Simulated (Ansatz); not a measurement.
```xyz
1
Lattice="0.0000 1.9894 2.0852 1.9894 0.0000 2.0852 1.9894 1.9894 0.0000" Properties=species:S:1:pos:R:3 pbc="T T T"
Ag     0.0000     0.0000     0.0000
```

Level of theory: PBEsol, rigid bands (plane waves, PAW, scalar-relativistic; Ansatz, a quantum-chemistry and plane-wave program). Condition of this run: biaxial stress xx = yy = 2 GPa (compression positive) (the target of the relaxation). Geometry: cell and atoms relaxed with PBEsol, then loaded as said.

### Question
For narrow interconnects the product ρ₀λ of bulk resistivity and mean free path ranks metals, the lower the better. What is it here?

### Answer
8.3 ×10⁻¹⁶ Ω·m².

### Question
And the Drude plasma energy and the root-mean-square Fermi velocity at 300 K?

### Answer
9.2 eV; 1.4e6 m/s.

A metal at this level (no band gap); rigid bands, thermally averaged at 300 K, both spins. Spin-orbit coupling is left out. τ is one relaxation time for all states; the product of resistivity and mean free path takes one path for all states instead.
